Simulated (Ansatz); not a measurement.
Consider HfO2 (space group Pca2_1, No. 29).

```xyz
12
Lattice="5.2289 0.0000 0.0000 0.0000 5.0180 0.0000 0.0000 0.0000 5.0422" Properties=species:S:1:pos:R:3 pbc="T T T"
Hf     0.1720     1.3426     1.2472
Hf     5.0569     3.6754     3.7683
Hf     2.7865     3.6754     1.2472
Hf     2.4424     1.3426     3.7683
O      1.9243     0.3598     0.5534
O      3.3046     4.6582     3.0746
O      4.5388     4.6582     0.5534
O      0.6902     0.3598     3.0746
O      1.2234     2.7113     5.0366
O      4.0056     2.3068     2.5155
O      3.8379     2.3068     5.0366
O      1.3911     2.7113     2.5155
```

Cartesian axes are those of the cell as printed.

Calculations: Kohn–Sham DFT with the PBEsol functional, run in Ansatz (an electronic-structure program) with PAW and 420 eV plane waves, no spin-orbit coupling, earlier PAW set.

For the base:

* **Pressure**: 0.00 GPa

Now apply this change: biaxial strain +0.21 %, plane normal [001], relaxed out of plane (Cartesian); in-plane vectors clamped, the third vector and the atoms free.

What does the calculation give for the out-of-plane strain after the change?

The out-of-plane strain comes out as -0.13 %.

What does the calculation give for the pressure after the change?

The pressure (mean of the normal stresses, compression positive) goes from zero to -0.66 GPa.

No phonon test of stability was made. This is not the structure that HfO2 has at room temperature and ambient pressure.
